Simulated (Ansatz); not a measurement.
A periodic model of amorphous Si24O47F2:

```xyz
73
Lattice="10.1194 -0.0900 -0.0162 -0.0900 10.1529 0.0235 -0.0162 0.0235 10.2534" Properties=species:S:1:pos:R:3 pbc="T T T"
Si     3.8906     6.6482     1.1084
Si     0.9330     0.7259     5.4295
Si     3.5809     1.2749     2.9221
Si     6.6836     3.2875     9.6510
Si     4.5623     1.1056     8.5598
Si     9.2254     4.5986     2.8151
Si     7.4828     5.8742     8.0362
Si     4.8217     3.8164     1.5764
Si     2.4131     5.7361     8.9237
Si     5.8402     7.3058     5.8248
Si     2.9010     6.1430     5.9288
Si     7.9617     7.0135     3.5146
Si     9.0564     4.0875     5.9943
Si     9.6663     9.4112     7.4002
Si     2.5951     2.9828     9.7927
Si     8.1865     1.2308     5.9000
Si     7.5395     9.4888     1.6621
Si     1.0752     2.7984     2.3198
Si     0.5110     7.9902     5.0416
Si     0.9216     6.5953     1.0919
Si     8.9494     7.9858     9.9037
Si     1.7646     3.5543     5.1799
Si     4.8018     9.6259     0.8723
Si     5.2954     0.3157     5.5184
O      4.6999     9.9194     9.5135
O      4.3606     2.7383     2.7328
O      4.5840     5.4077     1.9611
O      8.2153     2.7659     6.4548
O      6.9225     6.7553     4.7389
O      1.5586     3.8061     3.5704
O      2.0173     1.9484     5.3988
O      9.5048     7.3523     3.9825
O      6.4135     6.8729     7.3002
O      1.4690     2.8773     0.7168
O      2.3898     7.0156     1.6807
O      9.8107     8.9463     8.9246
O      0.8569     0.3652     7.0313
O      8.5349     5.2895     6.9385
O      9.5561     3.0364     2.3199
O      5.7306     2.1952     8.9134
O      3.7213     0.2693     1.6419
O      4.6512     0.7844     6.9589
O      6.2333     0.1427     1.5171
O      4.7736     8.0157     1.1757
O      2.2457     4.1286     8.6903
O      7.4029     8.3471     2.7886
O      1.9176     1.4578     2.8294
O      9.8251     8.0856     6.4453
O      7.7216     8.8406     0.1915
O      3.7192     6.2067     9.7979
O      2.9777     4.5335     5.6269
O      4.3849     6.6471     5.5526
O      2.5283     6.4571     7.4852
O      1.7246     6.8968     5.0725
O      1.0946     6.1693     9.7813
O      3.0570     1.6565     8.9608
O      6.6770     4.6713     8.7903
O      6.3309     3.5447     0.9827
O      9.9106     7.6730     0.9563
O      8.3499     0.0717     7.0656
O      0.3540     5.4384     2.0600
O      8.9116     4.4494     4.4169
O      8.0037     5.6954     2.5056
O      6.7266     1.0612     5.1877
O      3.9222     3.5147     0.2824
O      8.3469     6.6859     9.1519
O      0.5362     3.9565     6.1805
O      1.1691     9.4645     4.6660
O      9.5256     1.0915     4.9297
O      5.5866     8.8986     5.6821
O      4.2413     0.6112     4.2821
F      8.8099     0.3247     2.0074
F      8.1636     2.7029     9.6682
```

Level of theory: PBE, scalar-relativistic without spin-orbit coupling (plane waves to 420 eV, PAW; Ansatz, a quantum-chemistry and plane-wave program).

Preparation: random packing, a CHGNet melt and quench, and a DFT relaxation. O and F atoms were pushed apart under 1.9 Å during the dynamics, to hinder bonds among them. The hot cell started wider than the set density and was brought back towards it in steps. It is the lowest in DFT energy of 2 quenches. It is a model cell: composition and starting density were chosen by hand, and all elements were melted together. No dispersion term was used. Its density started from a set value of 2.21 and ended at 2.31 g/cm³. The simulated quench (nominally 480 K/ps over its main leg) is rapid and tends to freeze in more defects than a deposited or slowly cooled glass has. One small periodic cell is one sample of the glass; other quenches scatter about these values. Volume and shape were free in the relaxation.

Cut-offs for bonds: Si-Si 2.60 Å, Si-O 1.90 Å, Si-F 2.02 Å, O-O 1.58 Å, O-F 1.48 Å, F-F 1.37 Å. Two cations that share two anions don't count as bonded, nor two that share one unless they lie closer than Si-Si 2.38 Å.

Question: Give the coordination numbers, mean bond lengths and angles.

Answer: 
| Quantity | Result |
|---|---|
| Mean coordination of Si by anions | 4.00 (24 with 4) |
| Mean coordination of O | 2.00 (47 with 2) |
| Mean coordination of F | 1.00 (2 with 1) |
| Mean Si-O bond | 1.637 Å (spread 0.016 Å, 94 counted) |
| Mean Si-F bond | 1.587 Å (spread 0.004 Å, 2 counted) |
| Bond angle at Si | mean 109.5°, spread 5.9° |
| Bond angle at O | mean 138.7°, spread 14.4° |

Question: List the pairs of like atoms that count as bonded by the rules above.

Answer: There are none by these rules.
